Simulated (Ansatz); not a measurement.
Equilibrium lattice constant a of WGe (model structure, started from the NbAs type, I4₁md, No. 109, 4 atoms in the cell) at several levels of theory

No measured value is used here.

```tsv
level (code)	value (Å)
PBE (Ansatz)	3.445
PBEsol (Ansatz)	3.411
PBE-D3(BJ) (Ansatz)	3.420
```

Density-functional levels without +SOC have no spin–orbit coupling. Ansatz's density-functional and Hartree–Fock values are scalar-relativistic unless marked +SOC, with PAW data made under PBE.

A model structure was made by putting elements into a prototype or built by hand; it is no filed structure, need not be a known phase, and can be a saddle point held by its symmetry.

Ansatz is a quantum-chemistry and plane-wave program.
